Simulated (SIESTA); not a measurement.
Checking a run of SIESTA on Zr3Ti (P6_3/mmc, 8 atoms in the cell). The aim is a self-consistent single point with DFT, GGA PBEsol, numerical atomic orbitals TZP, PseudoDojo PBEsol standard norm-conserving potentials (rewritten from UPF to PSML).

Cell that was meant: a = 6.5544 Å, b = 6.5544 Å, c = 5.2571 Å, α = 90.00°, β = 90.00°, γ = 120.00°.

Part of the input:

```
# files in the folder: Zr.psml Ti.psml (PseudoDojo PBEsol standard)
SystemName  zr3ti
SystemLabel zr3ti

NumberOfAtoms                8
[...]
  1 40 Zr
  2 22 Ti
%endblock ChemicalSpeciesLabel
LatticeConstant              1.0 Ang
%block LatticeVectors
    12.386007683    0.000000000    0.000000000
    -6.193004786   10.726597599    0.000000000
```

Log, with long lists cut:

```
reinit: Reading from file input.fdf

reinit: System Name: zr3ti
reinit: System Label: zr3ti

   [... lines left out ...]
       -6.193005   10.726598    0.000000
        0.000000    0.000000    9.934538

outcell: Cell vector modules (Ang)   :   12.386008   12.386008    9.934538
outcell: Cell angles (23,13,12) (deg):     90.0000     90.0000    120.0000
outcell: Cell volume (Ang**3)        :   1319.8999
new_DM -- step:     1
Initializing Density Matrix...

Attempting to read DM from file... Failed...
DM filled with atomic data:

InitMesh: MESH = 128 x 128 x 120 = 1966080
InitMesh: Mesh cutoff (required, used) =   350.000   393.548 Ry

stepf: Fermi-Dirac step function
        iscf     Eharris(eV)        E_KS(eV)     FreeEng(eV)     dDmax    Ef(eV) dHmax(eV)
   scf:    1   -11387.653533   -11429.120566   -11429.257957  1.222849 -2.694103  8.013400
   scf:    2   -11415.941147   -11440.507984   -11440.726803  0.413964 -2.683851  6.359351
   scf:    3   -11447.881759   -11447.474704   -11447.710940  0.185251 -2.494999  2.712004
   scf:    4   -11449.452592   -11448.984520   -11449.222435  0.079257 -2.412793  2.756194
   scf:    5   -11451.241428   -11451.101363   -11451.355199  0.130387 -2.248715  2.257774
   [... 21 lines left out ...]
   scf:   27   -11451.613533   -11451.613508   -11451.876109  0.000133 -2.318039  0.003135
   scf:   28   -11451.613511   -11451.613510   -11451.876109  0.000106 -2.318049  0.002375
   scf:   29   -11451.613547   -11451.613529   -11451.876110  0.000157 -2.318319  0.002152
   scf:   30   -11451.613534   -11451.613532   -11451.876110  0.000059 -2.318375  0.000939
SCF Convergence by DM+H criterion
max |DM_out - DM_in|         :     0.0000590021
max |H_out - H_in|      (eV) :     0.0009394121
SCF cycle converged after 30 iterations

Using DM_out to compute the final energy and forces

siesta: E_KS(eV) =           -11451.6135

siesta: E_KS - E_eggbox =    -11451.6135

siesta: Atomic forces (eV/Ang):
     1   -1.462563   -2.887554    1.894624
     2    2.998337   -1.731348   -1.188448
     3    1.772073    2.708366    1.895212
     4    1.459704    2.889128   -1.896275
     5   -2.997211    1.730717    1.186970
     6   -1.770288   -2.711681   -1.896659
     7    1.456057   -0.840962    3.233961
     8   -1.456126    0.840133   -3.232013
   Tot   -0.000016   -0.003199   -0.002628
   Max    3.233961
   [... lines left out ...]
siesta: FreeEng =    -11451.876110
siesta: Cell volume =       1319.899912 Ang**3
siesta:         -30.75824157         -0.05290281  kBar
   [... lines left out ...]

mulliken: Qtot =       96.000

Mulliken Atomic Populations:
Atom #   charge [q] valence [e]  Species
     1    -0.028828   12.028828  Zr
     2    -0.071552   12.071552  Zr
     3    -0.028834   12.028834  Zr
     4    -0.028833   12.028833  Zr
     5    -0.071567   12.071567  Zr
     6    -0.028857   12.028857  Zr
     7     0.129238   11.870762  Ti
     8     0.129232   11.870768  Ti
 Total    -0.000000
```

### Question
Is anything amiss in this input, and did it matter?

### Answer
The run is not sound. The fault is cell lengths in the wrong unit (bohr against Å). Bohr and ångström differ by a factor of 1.89; the cell that the program reads is then far too large or far too small. To fix it, give the lengths in the unit that the key or card expects. The run converged in 30 iterations without an error; against the sound input the free energy rises by 3.70 eV/atom, the pressure goes from -13.14 to -3.08 GPa and the largest force goes from 0.878 to 3.753 eV/Å.

The sound input it was made from differs as follows (other fixes are possible):
```diff
-SystemName  zr3ti
+SystemName  Zr3Ti
-LatticeConstant              1.0 Ang
+LatticeConstant              1.0 Bohr
```

With that input, the run converged in 15 iterations: free energy E − TS -11481.4950 eV; Fermi level (on the code's own zero) -4.98 eV; pressure -13.14 GPa; largest force (vector length) 0.878 eV/Å (DFT, GGA PBEsol, numerical atomic orbitals TZP, PseudoDojo PBEsol standard norm-conserving potentials (rewritten from UPF to PSML)).

On the sound input: the starting cell was generated: these elements placed on a structure prototype, without a prior relaxation; it need not be a known phase or ordering of this composition. Spin polarisation is off. Values carry the incompleteness of an atom-centred basis. With a pressure of about -13 GPa the cell is away from its equilibrium volume at this level.
